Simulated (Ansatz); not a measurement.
## Bi2TeO2 (space group I4/mmm, No. 139; a cell from a computed database, its experimental status unchecked)

```
Bi2TeO2
1.0
   -1.98327     1.98327     6.31607
    1.98327    -1.98327     6.31607
    1.98327     1.98327    -6.31607
Bi Te O
2 1 2
Cartesian
  0.00000   0.00000   8.24192
  0.00000   0.00000   4.39021
  0.00000   0.00000   0.00000
  1.98327   0.00000   3.15803
  0.00000   1.98327   3.15803
```

Computed with PBEsol/PAW in Ansatz (a first-principles code), no SOC. Γ-centred 17×17×17 mesh, Fermi–Dirac width 0.05 eV.

* **Volume per atom**: 19.87 Å³
* **Density**: 9.65 g/cm³
* **Band gap**: zero
* **Total energy**: -6501.366 eV/atom (σ→0; compares only within this code and set-up)

Spin-orbit coupling, missing from the scalar runs, can matter with Bi and Te. No phonon test of stability was made. The base started in P1 and relaxed to I4/mmm at this level. The final runs are not spin-polarised. The zero or small gap of Bi2TeO2 can change with the level of theory.
